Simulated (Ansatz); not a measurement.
Consider MgO in the rock salt structure (space group Fm-3m, No. 225; a = 4.254 Å).

Perturbation: cell and atoms relaxed at a pressure of 75 GPa.

Levels (all Ansatz, a quantum-chemistry and plane-wave program, PAW): PBE (420 eV, no spin-orbit coupling); r2SCAN (500 eV, scalar-relativistic without spin-orbit coupling); HSE06 (420 eV, no spin-orbit coupling); PBE+SOC (420 eV, spin-orbit coupling included).

One geometry, relaxed with PBE, under each level:

Notes on the quantities. hole mass: degenerate bands, along [100].

The valence-band top lists the three highest levels at Γ (Kramers pairs under SOC), from the VBM.

| level | band gap | lowest conduction level above the VBM at special points | valence-band top at Γ | electron mass | hole mass | pressure |
|---|---|---|---|---|---|---|
| PBE | 7.60 eV | Γ 7.60 eV; X 9.33 eV; L 9.63 eV; U 11.27 eV | 0.00, 0.00, 0.00 eV | 0.44 mₑ (at Γ) | 0.45, 1.8, 1.8 mₑ (at Γ) | 750.0 kbar |
| r2SCAN | 8.61 eV | Γ 8.61 eV; X 10.26 eV; L 10.63 eV; U 12.28 eV | – | 0.45 mₑ (at Γ) | 0.45, 1.8, 1.8 mₑ (at Γ) | 681.2 kbar |
| HSE06 | 9.59 eV | Γ 9.59 eV; X 11.18 eV; L 11.57 eV | – | – | – | – |
| PBE+SOC | 7.58 eV | Γ 7.58 eV; X 9.32 eV; L 9.61 eV; U 11.25 eV | 0.00, 0.00, -0.04 eV | 0.44 mₑ (at Γ) | 0.60, 1.8 mₑ (at Γ) | 749.9 kbar |

Single points use the geometry relaxed with PBE. Their cutoffs differ, which shifts pressures a little. The spin-orbit shifts are approximate. Load acts through the strain it causes; cell and atoms are relaxed under it. Masses are band curvatures over ±0.01 Å⁻¹ around the edge. Stability against distortions was not tested. Competing high-pressure phases were not computed.
